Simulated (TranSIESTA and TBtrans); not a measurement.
System: Si chain with one Al atom in place of Si. Leads: straight Si chain, spacing 2.25 Å. Geometry: 3 atoms about the centre moved by SIESTA (PBE, DZP) to a largest force of 0.00 eV/Å, all others as built, motion along the axis alone. Transport runs along z; the first 6 and the last 6 of the 21 atoms are the lead cells, repeated to infinity.

```xyz
21
Lattice="9.000 0.000 0.000 0.000 9.000 0.000 0.000 0.000 47.450" Properties=species:S:1:pos:R:3 pbc="F F T"
Si     4.500     4.500     0.000
Si     4.500     4.500     2.250
Si     4.500     4.500     4.500
Si     4.500     4.500     6.750
Si     4.500     4.500     9.000
Si     4.500     4.500    11.250
Si     4.500     4.500    13.500
Si     4.500     4.500    15.750
Si     4.500     4.500    18.000
Si     4.500     4.500    20.190
Al     4.500     4.500    22.600
Si     4.500     4.500    25.010
Si     4.500     4.500    27.200
Si     4.500     4.500    29.450
Si     4.500     4.500    31.700
Si     4.500     4.500    33.950
Si     4.500     4.500    36.200
Si     4.500     4.500    38.450
Si     4.500     4.500    40.700
Si     4.500     4.500    42.950
Si     4.500     4.500    45.200
```

Run with TranSIESTA and TBtrans (open boundaries, self-consistent; PseudoDojo norm-conserving potentials, scalar-relativistic): PAO.BasisSize DZP, PAO.EnergyShift 0.15 eV, XC.Authors PBE, Mesh.Cutoff 200 Ry, ElectronicTemperature 300 K, TS.Voltage 0.0 eV, TBT.Elecs.Eta 0.001 eV, no spin polarisation.

Energies count from the leads' Fermi level. Transmissions are for one spin of a degenerate pair. The energy step is 0.01 eV; narrower resonances are cut or missed.

| E (eV) | T |
|---|---|
| -0.20 | 2.15 |
| -0.15 | 2.20 |
| -0.10 | 2.24 |
| -0.05 | 2.27 |
| 0.00 | 2.29 |
| 0.05 | 2.31 |
| 0.10 | 2.32 |
| 0.15 | 2.33 |
| 0.20 | 2.34 |

Question: Give the zero-bias conductance in μS and the resistance at 300 K.

Answer: At the Fermi level T = 2.29. Averaged with −∂f/∂E over the full grid (kT = 25.9 meV) it is 2.29. With G0 = 2e²/h = 77.48 μS, G = 177 μS and R = 1/G = 5.65 kΩ.

Question: The eigenchannels at the Fermi level transmit 0.980, 0.655, 0.655. What Fano factor of the shot noise follows at low temperature and bias?

Answer: F = Σ τ(1 − τ)/Σ τ = 0.472/2.29 = 0.21.

The straight chain is held at its spacing; free chains may zigzag or dimerise. No spin-polarised start was tried, so a magnetic state, if there is one, is missed.
